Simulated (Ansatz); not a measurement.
Effect of pressure 45 GPa on LaB6

Take LaB$_{6}$ (space group Pm-3m, No. 221; a = 4.130 Å) as the base.

It is then changed as follows: cell and atoms relaxed at a pressure of 45 GPa.

Calculations: PBEsol (Ansatz, a quantum-chemistry and plane-wave program; PAW; 420 eV plane waves; spin-orbit coupling left out), earlier PAW set. k-mesh 11×11×11 (Γ-centred); smearing 0.05 eV (Fermi–Dirac).

| quantity | base | changed | shift |
|---|---|---|---|
| volume per atom | 10.06 Å³ | 8.41 Å³ | -1.65 Å³ |
| density | 4.80 g/cm³ | 5.75 g/cm³ | +0.945 g/cm³ |
| lattice parameter a | 4.130 Å | 3.890 Å | -0.240 Å |
| shortest interatomic distance | 1.649 Å | 1.538 Å | -0.1103 Å |
| enthalpy H = E + PV relative to the base's energy | – | +2.56 eV/atom | – |
| band gap | zero | zero | – |

Load acts through the strain it causes; cell and atoms are relaxed under it. Stability against distortions was not tested. No other phases were tried under pressure. The final runs are not spin-polarised. An odd electron count without spin: LaB6.
